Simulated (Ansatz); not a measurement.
Base system: Au in the hcp (Mg type) structure (space group P6_3/mmc, No. 194; a = 2.862 Å, c = 4.802 Å).

The values are results of DFT with PBEsol, PAW potentials and a 420 eV plane-wave cutoff in Ansatz (a quantum-chemistry and plane-wave program), spin-orbit coupling left out, not measurements.

One change was made to it. Results:

| quantity | base | after |
|---|---|---|
| volume per atom | 17.03 Å³ | 16.20 Å³ |
| c/a ratio | 1.678 | 1.671 |

Task: Which of these changes matches the shifts?
A) pressure 10 GPa
B) pressure −1 GPa
C) pressure −2 GPa
D) pressure 0.3 GPa
E) pressure 1.5 GPa

Result: A, pressure 10 GPa. For comparison, the volume per atom in the other runs: pressure −2 GPa gives 17.24 Å³; pressure 1.5 GPa gives 16.89 Å³; pressure −1 GPa gives 17.14 Å³; pressure 0.3 GPa gives 17.01 Å³.

Load acts through the strain it causes; cell and atoms are relaxed under it. No phonon test of stability was made. Competing high-pressure phases were not computed. The base started in Cmcm and relaxed to P6_3/mmc at this level. This is not the structure that Au has at room temperature and ambient pressure.
